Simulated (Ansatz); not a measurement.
Input:

```xyz
2
Lattice="0.0000 2.1645 2.1537 2.1645 0.0000 2.1537 2.1645 2.1645 0.0000" Properties=species:S:1:pos:R:3 pbc="T T T"
Si     0.0000     0.0000     0.0000
C      1.0822     1.0822     1.0768
```

No spin polarisation.

Method: LDA/PAW in Ansatz (a first-principles code), without spin-orbit coupling. Γ-centred 13×13×13 mesh, Fermi–Dirac width 0.05 eV.

**Question.** What is the computed gap character?

**Answer.** Indirect, Γ → M.

**Question.** Predict the space group.

**Answer.** I-4m2 (No. 119).

**Question.** Estimate the stress (xx, yy, zz, yz, xz, xy; compression positive).

**Answer.** (0.73, 0.73, 2.02, 0.00, 0.00, 0.00) GPa.

**Question.** What is the computed band gap?

**Answer.** 1.24 eV.

The cells carry an imposed strain or load. Stability against distortions was not tested. The cell was made from SiC in the zinc blende structure (space group F-43m, No. 216) by this change: uniaxial strain ε_zz = −0.50 %.
